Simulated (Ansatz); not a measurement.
The starting structures come from a database of crystals and need not be the phases stable at ambient conditions.

By PBEsol, the system below comes out a metal.

A figure of merit of an interconnect metal is its ballistic conductance per area.

Here is the system:

```yaml
crystal:
  lattice:
    - [4.86371, 0.00000, 0.00000]
    - [-2.43185, 9.78514, 0.00000]
    - [2.43186, 1.81313, 3.80188]
  atoms:
    - { symbol: Al, position: [0.25000, 0.25000, 0.75000] }
    - { symbol: Al, position: [0.75000, 0.75000, 0.25000] }
    - { symbol: Al, position: [0.58333, 0.25000, 0.08333] }
    - { symbol: Al, position: [0.41667, 0.75000, 0.91667] }
    - { symbol: Al, position: [0.66251, 0.00000, 0.33749] }
    - { symbol: Al, position: [0.16251, 0.50000, 0.50000] }
    - { symbol: Al, position: [0.00000, 0.00000, 0.66251] }
    - { symbol: Al, position: [0.83749, 0.50000, 0.16251] }
    - { symbol: Al, position: [0.33749, 0.00000, 0.00000] }
    - { symbol: Al, position: [0.50000, 0.50000, 0.83749] }
    - { symbol: W, position: [0.08333, 0.75000, 0.58333] }
    - { symbol: W, position: [0.91667, 0.25000, 0.41667] }
```

Space group of this cell: P6_322. The cell is taken as given; by PBEsol its mean pressure is 0.6 GPa.

The current flows along the normal of the first two printed cell vectors, the (101) plane of the conventional cell. No spin-orbit coupling; the value is a mean over 0.1 eV about the Fermi level.

### Question
Estimate the ballistic conductance per area that PBEsol (Ansatz, a first-principles code) returns for this system.

### Answer
0.31 × 10¹⁵ S/m² for both spins.
